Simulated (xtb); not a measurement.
xtb 6.7.1, GFN2-xTB: Mo(O)(NMe)(Br)(OMe) (C[N]=[Mo](=[O])([Br])[O]C), 13 atoms. The geometry is a generated start, not checked to be a minimum at this level.

```yaml
run_flags: --grad
method: GFN2-xTB
"--acc": 1 (default)
"--etemp (K)": 300 (default)
basis_functions: 46
valence_electrons: 44
```

```xyz
13

Mo     0.0806     0.4861     1.0815
O      1.0373     0.1016     2.3588
N     -0.9162    -0.8312     0.5442
C     -1.5291    -2.0781     0.2879
H     -0.9518    -2.8901     0.7502
H     -2.5372    -2.0905     0.7146
H     -1.6110    -2.2636    -0.7901
Br    -1.5178     2.0265     1.9556
O      0.9015     1.2320    -0.2750
C      1.6169     1.5192    -1.4255
H      1.4984     2.5782    -1.6866
H      2.6837     1.3108    -1.2615
H      1.2449     0.8991    -2.2540
```

Charge 0 and multiplicity 1 are set for this test and not shown to be the ground state.

One run each on 1 thread. Values of broydamp tried: 0.02, 0.05, 0.1, 0.2, 0.4 (default), 0.6, 0.8, 1.

Question: Which value of broydamp needs the fewest SCC iterations, and what happens away from it?

Answer: Fewest SCC iterations, within one of each other: 0.2 with 20, 0.4 (default) with 19, 0.6 with 20. The count rises to 31 at 0.02. All converge to one solution.

| broydamp | SCC iterations | end |
|---|---|---|
| 0.02 | 31 | same solution |
| 0.05 | 26 | same solution |
| 0.1 | 23 | same solution |
| 0.2 | 20 | same solution |
| 0.4 (default) | 19 | same solution |
| 0.6 | 20 | same solution |
| 0.8 | 21 | same solution |
| 1 | 21 | same solution |
